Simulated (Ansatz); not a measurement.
Consider a periodic stack without vacuum, bcc W (0 0 1) on zinc-blende InAs (0 0 1) (film strained to the substrate, faces as cut): substrate slab As6In5, film W12, surface cells [[1, 0], [1, 1]] and [[-1, 1], [-1, -1]], film strained by -2.9 and -2.9 %, faces As/As and W/W as cut (like faces can put a slab off its formula). Its start:

```xyz
23
Lattice="4.3739 0.0000 -0.0598 0.0000 4.3739 0.0516 -0.4107 0.2985 26.2777" Properties=species:S:1:pos:R:3 pbc="T T T"
As    -0.4402     2.3710     3.7407
As     2.7410     0.5787     0.5617
As    -0.1083     2.2771     9.9528
As     2.0171     0.1099     6.7960
As    -0.0556     0.9762    15.8646
As     2.1169     0.3908    12.9664
In    -0.1856     0.1315     5.2796
In     1.6629     2.8294     2.1550
In    -0.0905     0.0577    11.4816
In     2.0585     2.2788     8.3809
In     2.1494     2.6394    14.6595
W     -0.0205     0.9572    18.8413
W      2.1664     3.1468    18.8494
W     -0.0419     3.1569    17.1995
W      2.1472     0.9735    17.1647
W      0.0229     0.9222    22.1770
W      2.2082     3.1096    22.1710
W      0.0011     3.1299    20.5564
W      2.1885     0.9425    20.4966
W      0.0986     0.8823    25.5070
W      2.2484     3.0777    25.5193
W      0.0489     3.0950    23.8910
W      2.2442     0.9113    23.8368
```

The start was prepared with a machine-learned potential, and the result is one local minimum, with the in-plane cell held and forces under 0.04 eV/Å; the film can end far from its bulk form.

All values below come from PBE (plane waves to 420 eV, PAW; Ansatz, a first-principles code). Scalar-relativistic, without spin–orbit coupling; the runs are not spin-polarised. Its k-point mesh 7×7×1, Fermi–Dirac width 0.05 eV.

**Question.** Predict the relaxed interface.

**Answer.** interface area: 19.1 Å²
period: 25.49 Å
gaps between the outermost planes at the two interfaces: 1.39 and 1.40 Å
As–W contacts across the interfaces within 1.22 times the sum of covalent radii: 10, mean 2.69 Å
In–W contacts across the interfaces within 1.22 times the sum of covalent radii: 8, mean 3.22 Å
